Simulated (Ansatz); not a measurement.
# Ansatz run on BaGePt (P2_13, 12 atoms in the cell): self-consistent single point

Method: PBEsol, default PAW files made with PBE (plane waves; Ansatz, a first-principles code).

Input:

Ansatz 0.2 input:
```yaml
crystal:
  lattice:
    - [6.747000, 0.000000, 0.000000]
    - [0.000000, 6.747000, 0.000000]
    - [0.000000, 0.000000, 6.747000]
  atoms:
    - { symbol: Ge, position: [0.844000, 0.844000, 0.844000] }
    - { symbol: Ge, position: [0.656000, 0.156000, 0.344000] }
    - { symbol: Ge, position: [0.344000, 0.656000, 0.156000] }
    - { symbol: Ge, position: [0.156000, 0.344000, 0.656000] }
    - { symbol: Ba, position: [0.138000, 0.138000, 0.138000] }
    - { symbol: Ba, position: [0.362000, 0.862000, 0.638000] }
    - { symbol: Ba, position: [0.638000, 0.362000, 0.862000] }
    - { symbol: Ba, position: [0.862000, 0.638000, 0.362000] }
    - { symbol: Pt, position: [0.410000, 0.410000, 0.410000] }
    - { symbol: Pt, position: [0.090000, 0.590000, 0.910000] }
    - { symbol: Pt, position: [0.910000, 0.090000, 0.590000] }
    - { symbol: Pt, position: [0.590000, 0.910000, 0.090000] }
kpoints:
  mp_grid: { grid: [3, 3, 3] }
hamiltonian:
  xc: pbesol
  pseudopotentials: { kind: paw }
scf:
  occupations: { method: cold, width: 0.2 eV }
output:
  forces: true
  eigenvalues: true
  stress: true
```

Output (repeated stretches shortened):

```
WARN basis.ecutwfc = 420 eV, the default
WARN ansatz: RAYON_NUM_THREADS=1 ignored (pool sized by the plan → 1); use --threads N
Pseudopotentials: kind: paw
Pseudopotential: Ge, paw, valence charge 14
Pseudopotential: Ba, paw, valence charge 10
Pseudopotential: Pt, paw, valence charge 18
Crystal: 12 atoms, lattice volume = 307.137 Å³
Basis set: ecut = 420 eV, 6031 PW (Γ), exchange–correlation on 96×96×96 points (8 copies of the dense FFT grid, shifted against one another)
Bands: 101, of which v1, the nominal top of the filled ones, is band 84 counted from 1 (83 counted from 0)
Symmetry: 12 space group operations
Space group: P213 (ITA 198), of the structure as read, at distance tolerance 6.7e-5 Å
k-points: 4 of 27 (time reversal used)
PAW frozen core: Ge, regenerated for the run's functional, and the local potential with it
PAW frozen core: Ba, regenerated for the run's functional, and the local potential with it
PAW frozen core: Pt, regenerated for the run's functional, and the local potential with it
Initial density: superposition of atomic densities (neutral atoms: chi_scale 0, normalization atom), corrected by the library's trained network
Initial wavefunctions: pseudopotential atomic-orbital guess
Eigensolver: davidson
Functional: x = pbesol(κ = 0.804, μ = 0.12345679012345678), c = pbesol(β = 0.046)
SCF iter   1: F=—  HF=-90010.659589 eV  |F-HF|=—  |Δ(HF+E_count)|=         —  Δρ=3.07e-3  dr2=2.61e-2  ethr=1.77e-3  ⟨swp⟩=7.5  Hψ=1645  notcnv=0
all-band conjugate gradients solve this SCF's bands
preconditioner: auto → Resta (q_TF=auto, 2.467 Å⁻¹)
SCF iter   2: F=—  HF=-90010.652423 eV  |F-HF|=—  |Δ(HF+E_count)|=   7.17e-3  S|Δr|=    0.00e0  Δρ=1.74e-3  dr2=1.08e-2  ethr=1.56e-5  ⟨swp⟩=2.5  Hψ=789  notcnv=0
SCF iter   3: F=—  HF=-90010.651504 eV  |F-HF|=—  |Δ(HF+E_count)|=   9.19e-4  S|Δr|=    0.00e0  Δρ=5.93e-4  dr2=1.01e-3  ethr=6.43e-6  ⟨swp⟩=2.0  Hψ=650  notcnv=0
SCF iter   4: F=—  HF=-90010.651302 eV  |F-HF|=—  |Δ(HF+E_count)|=   2.02e-4  S|Δr|=    0.00e0  Δρ=2.30e-4  dr2=1.67e-4  ethr=6.04e-7  ⟨swp⟩=2.0  Hψ=616  notcnv=0
SCF iter   5: F=—  HF=-90010.651342 eV  |F-HF|=—  |Δ(HF+E_count)|=   3.99e-5  S|Δr|=    0.00e0  Δρ=9.58e-5  dr2=5.06e-5  ethr=9.91e-8  ⟨swp⟩=2.0  Hψ=708  notcnv=0
SCF iter   6: F=—  HF=-90010.651142 eV  |F-HF|=—  |Δ(HF+E_count)|=   2.01e-4  S|Δr|=    0.00e0  Δρ=2.39e-5  dr2=2.03e-6  ethr=3.01e-8  ⟨swp⟩=2.0  Hψ=628  notcnv=0
SCF iter   7: F=—  HF=-90010.651142 eV  |F-HF|=—  |Δ(HF+E_count)|=   8.26e-7  S|Δr|=    0.00e0  Δρ=5.49e-6  dr2=1.98e-7  ethr=1.21e-9  ⟨swp⟩=2.0  Hψ=709  notcnv=0
SCF iter   8: F=-90010.651142 eV  HF=-90010.651142 eV  |F-HF|=1.96e-9  |Δ(HF+E_count)|=   4.60e-9  S|Δr|=    0.00e0  Δρ=9.37e-7  dr2=4.36e-9  ethr=5.95e-11  ⟨swp⟩=9.8  Hψ=1817  notcnv=0
SCF 1 converged in 8 iterations: F = -90010.651142 eV  dr2 = 4.36e-9
SCF converged after 8 iterations
Stability not checked (fill_not_monotonic)
Free energy (F): -90010.651142 eV
Harris-Foulkes:  -90010.651142 eV  (|F-HF|=1.96e-9)
Internal energy: -90010.656032 eV  (E = F + TS)
E sigma→0 (E₀):  -90010.652772 eV
Entropy (-TS):   0.004889 eV (0.407 meV/atom)
Fermi energy:    12.014054 eV
--- Per-component energies (eV) ---
  E_band       = -1782.957537
  E_kinetic    = 3683.975291
  E_local      = -22385.128071  (includes V_loc(G=0)·N_el)
  E_nonlocal   = 2724.851079
  E_hartree    = 9392.086590
  E_xc         = -2014.531703
  E_vxc        = -2018.751208  (∫ρ·V_xc dr)
  E_paw        = -65746.676203  (= ΣΔE_a)
  E_vpaw       = -2572.085885  (= ΣTr[D̂ρ^β])
  E_aug_tail   = 0.001989  (compensation charges beyond the density's cutoff)
  E_ewald      = -15670.660405
  E_core_change = 5.425402  (= ΣΔE_core)
  E_smearing   = 0.004889  (= −TS)
  E_closure    = 0.000000  (closes the sum)
  Σ components = -90010.651142   (vs F -90010.651142, Δ=0.00e0)
--- Forces (eV/Å), atoms counted from 1 ---
  atom   1  Ge    -0.04039783    -0.04039783    -0.04039783
  atom   2  Ge     0.04039783     0.04039783    -0.04039783
  atom   3  Ge    -0.04039783     0.04039783     0.04039783
  atom   4  Ge     0.04039783    -0.04039783     0.04039783
  atom   5  Ba     0.00853244     0.00853244     0.00853244
  atom   6  Ba    -0.00853244    -0.00853244     0.00853244
  atom   7  Ba     0.00853244    -0.00853244    -0.00853244
  atom   8  Ba    -0.00853244     0.00853244    -0.00853244
  atom   9  Pt    -0.00176300    -0.00176300    -0.00176300
  atom  10  Pt     0.00176300     0.00176300    -0.00176300
  atom  11  Pt    -0.00176300     0.00176300     0.00176300
  atom  12  Pt     0.00176300    -0.00176300     0.00176300
  max |Σ_I F_I| component: 5.33e-17 eV/Å
--- Stress (GPa, compression-positive) ---
       -0.426591      -0.000000       0.000000
       -0.000000      -0.426591       0.000000
        0.000000      -0.000000      -0.426591
  P = ⅓ Tr σ = -0.4266 GPa (-4.266 kbar)
  The stress holds the Pulay correction. Without it, at fixed plane waves, as pw.x and ABINIT print it: P = -0.4496 GPa
--- Band table (eV) ---
  k-point 0: bands = ["-86.4566", "-86.4566", "-86.4566", "-86.4566", "-40.7486", "-40.7486", "-40.7486", "-40.7474", "-40.7474", "-40.7472", "-40.7472", "-40.7472", "-40.4765", "-40.4765", "-40.4765", "-40.4758", "-15.8375", "-15.7595", "-15.7595", [...]
  k-point 1: bands = ["-86.4566", "-86.4566", "-86.4566", "-86.4566", "-40.7488", "-40.7487", "-40.7480", "-40.7474", "-40.7473", "-40.7473", "-40.7473", "-40.7471", "-40.4766", "-40.4765", "-40.4762", "-40.4760", "-15.8220", "-15.7879", "-15.7553", [...]
  k-point 2: bands = ["-86.4566", "-86.4566", "-86.4566", "-86.4566", "-40.7488", "-40.7486", "-40.7480", "-40.7477", "-40.7473", "-40.7473", "-40.7472", "-40.7471", "-40.4765", "-40.4765", "-40.4762", "-40.4760", "-15.8104", "-15.7909", "-15.7602", [...]
  k-point 3: bands = ["-86.4566", "-86.4566", "-86.4566", "-86.4566", "-40.7487", "-40.7485", "-40.7481", "-40.7479", "-40.7472", "-40.7472", "-40.7471", "-40.7471", "-40.4765", "-40.4764", "-40.4762", "-40.4761", "-15.8005", "-15.7876", "-15.7668", [...]
```

The run converged in 8 iterations.

The starting cell comes from a database of published, mostly measured structures (it also holds non-ambient and calculated ones), without a prior relaxation at this level. Spin-orbit coupling is off. Spin polarisation is off. Ansatz's pressure includes its estimate of the finite-basis (Pulay) stress.
